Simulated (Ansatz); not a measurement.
# Energy of rock-salt BP (model structure) less that of zinc-blende BP, by level of theory

No measured value is used here.

Task: Put these levels in order of the energy of rock-salt BP (model structure) less that of zinc-blende BP that they give for BP, smallest first: LDA (Ansatz, an electronic-structure program), PBE-D4 (Ansatz), PBEsol (Ansatz), rVV10 (Ansatz).

Result: PBEsol (983 meV/atom), PBE-D4 (1004 meV/atom), LDA (1017 meV/atom), rVV10 (1189 meV/atom)

Each level is taken at its own relaxed cell. Ansatz's density-functional and Hartree–Fock values are scalar-relativistic unless marked +SOC, with PAW data made under PBE.

A model structure was made by putting elements into a prototype or built by hand; it is no filed structure, need not be a known phase, and can be a saddle point held by its symmetry.
